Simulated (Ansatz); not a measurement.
Results of PBEsol in Ansatz (PAW) for FeNi (R-3m, No. 166, 2 atoms in the cell; start mp-1224976; a measured phase of this formula has another space group).

Run with plane-wave cutoff 520 eV, 26×26×26 k mesh, Fermi–Dirac smearing 0.05 eV, spin-polarised start, scalar-relativistic PAW data made under PBE.

Cell (relaxed at this level):

```cif
data_Fe3Ni3
_chemical_formula_sum 'Fe3 Ni3'
_space_group_name_H-M_alt 'R-3m :H'
_space_group_IT_number 166
_space_group_name_Hall '-R 3 2"'
_cell_length_a 2.47190
_cell_length_b 2.47190
_cell_length_c 12.20654
_cell_angle_alpha 90.000
_cell_angle_beta 90.000
_cell_angle_gamma 120.000
loop_
_atom_site_label
_atom_site_type_symbol
_atom_site_symmetry_multiplicity
_atom_site_Wyckoff_symbol
_atom_site_fract_x
_atom_site_fract_y
_atom_site_fract_z
_atom_site_occupancy
Fe1 Fe 3 a 0.00000 0.00000 0.00000 1
Ni1 Ni 3 b 0.00000 0.00000 0.50000 1
```
(The calculation used a cell of 2 atoms; values per cell refer to that cell.)

Give the computed bulk modulus.


- bulk modulus: 204 GPa

The run finds no gap.

Note: the magnetic order was assumed, not searched for or taken from measurement; the bulk modulus is −V dP/dV from two relaxed cells at ±2 % in volume; the relaxation could not lower the start's symmetry, so the cell can be a saddle point above a distorted one.

Computing time: very roughly 20 core-minutes.

A start named mp-… is a Materials Project structure, which need not be a measured phase.

Ansatz is an electronic-structure program.
